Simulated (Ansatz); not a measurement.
# Ta under a change: pressure 60 GPa

Consider Ta in the bcc (W type) structure (space group Im-3m, No. 229; a = 3.3051 Å).

Now apply this change: cell and atoms relaxed at a pressure of 60 GPa.

All numbers come from Ansatz (a first-principles code) r2SCAN, without spin-orbit coupling, earlier PAW set. k-mesh 20×20×20 (Γ-centred); smearing 0.05 eV (Fermi–Dirac).

The volume per atom decreases by 3.34 Å³ to 14.71 Å³ and the shortest interatomic distance shrinks by 0.189 Å (2.862 Å → 2.673 Å). The band gap remains zero.

Cost of the whole job for the changed cell (relaxation, final SCF and bands): around 28 core-seconds (rough).

Load acts through the strain it causes; cell and atoms are relaxed under it. Whether these cells are dynamically stable was not tested. Competing high-pressure phases were not computed. All final runs are without spin polarisation.
